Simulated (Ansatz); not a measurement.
A 16-atom cell of Ga(P,Sb) started in the zinc blende structure, site fractions P 0.875, Sb 0.125, short-range order -0.14 in the first shell of the mixed sites (0 is random, a negative value favours unlike neighbours), space group F-43m at the end, an ordered arrangement that its symmetry holds. The mixed sublattice has 8 sites.

The mixing enthalpy is taken against the end members in the zinc blende type, relaxed in the same cell and mesh.

All values below come from PBE (plane waves to 420 eV, PAW; Ansatz, a quantum-chemistry and plane-wave program). Spin–orbit coupling is left out; with elements this heavy it can move edges by tenths of an eV. Its k-point mesh 4×4×4, Fermi–Dirac width 0.01 eV.

| cell | energy at zero smearing (eV) |
|---|---|
| GaP | -36316.459 |
| GaSb | -82142.667 |
| Ga8P7Sb | -42044.093 |

**Question.** Work out the mixing enthalpy per mixed site and the interaction parameter Ω of a regular solution.

**Answer.** With x = 1/8 of the second end member, ΔH = [-42044.093 − 7/8 × (-36316.459) − 1/8 × (-82142.667)] / 8 = 80 meV against the separate end members. Ω = ΔH / x(1 − x) = 734 meV.
